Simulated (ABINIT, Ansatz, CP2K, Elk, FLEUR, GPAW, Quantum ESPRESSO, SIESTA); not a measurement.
**One structure in several programs: MnS (Fm-3m, 4 atoms in the cell)**

Self-consistent single point, at a second geometry (lattice scaled by 0.98). First geometry:

```
MnS
1.0
    5.22000     2.61000     2.61000
    2.61000     5.22000     2.61000
    2.61000     2.61000     5.22000
Mn S
2 2
Direct
  0.00000   0.00000   0.00000
  0.50000   0.50000   0.50000
  0.25000   0.25000   0.25000
  0.75000   0.75000   0.75000
```
Moments meant for the start (each program seeds them in its own way; μB, in the order of the atoms Mn Mn S S): 5.0 -5.0 0.0 0.0.

Shared settings, as Ansatz (a first-principles code) writes them: kpoints.mp_grid.grid = 4 4 4; scf.occupations.method = fermi_dirac; scf.occupations.width = 0.02 eV. Potentials and cutoffs stand in the table.

```tsv
code	model	ΔF from the first geometry (meV/atom)	pressure (GPa)	gap on the mesh (eV)	cutoff
Ansatz	PBE, default PAW files	-8.1	1.04	–	default
ABINIT	PBE, PAW (JTH v2.0 PBE PAW)	-6.8	1.12	0.646	60 Ry
GPAW	PBE, GPAW PAW datasets PBE (gpaw-data 1.0.1)	-6.9	1.32	0.630	850 eV
Quantum ESPRESSO	PBE, SSSP 1.1.2 efficiency (PBE) pseudopotentials	-7.3	1.02	0.676	50 Ry
Elk	PBE, all-electron FP-LAPW, Elk's shipped species files, APW+lo basis with extra local orbitals	-7.4	–	0.625	rgkmax 8
CP2K	PBE, GPW, DZVP-MOLOPT-SR-GTH basis, GTH-PBE potentials (GTH_POTENTIALS)	-8.6	1.08	0.976	grid 600 Ry
FLEUR	PBE, all-electron FLAPW (FLEUR), scalar-relativistic valence	-4.2	–	0.648	Kmax 4.4 1/bohr
SIESTA	GGA PBE, numerical atomic orbitals DZP, PseudoDojo PBE standard norm-conserving potentials (rewritten from UPF to PSML)	-16.5	0.22	1.027	grid 400 Ry
```

A dash marks a value that a program does not give, or that is left out as unsure.

No gap is tabulated for Ansatz: it is not read from that output, or partly filled or unconverged empty levels leave it unsure.

Gaps are read on the mesh.

On Ansatz's run: the magnetic order is the one reached from the typed start; others were not searched systematically.

The spread over the programs that give each value: ΔF from the first geometry within 12.3 meV/atom; pressure within 1.10 GPa; gap on the mesh within 0.402 eV.

CP2K and SIESTA use small atom-centred bases, whose incompleteness enters pressures, forces and empty levels differently from a plane-wave cutoff. Elk and FLEUR treat all electrons, but the usual bases taken here (sphere radii, linearisation, local orbitals, empty states) were not tested for convergence, so the values are no reference for the others. Ansatz's pressure is given at a fixed set of plane waves, as the other plane-wave codes print theirs; with its correction for the finite basis it is 1.08 GPa. In the gap, CP2K (by 0.330) and SIESTA (by 0.381) lie more than 0.12 eV from the median of the plane-wave programs.

The shared mesh is coarse (it stands for a supercell whose shortest vector is 14 Å), so the values are not converged in it.

The starting cell has typed, rounded lattice constants, without a prior relaxation at this level. For this run, on top of that: lattice scaled by 0.98.

Keys are those of Ansatz 0.2.
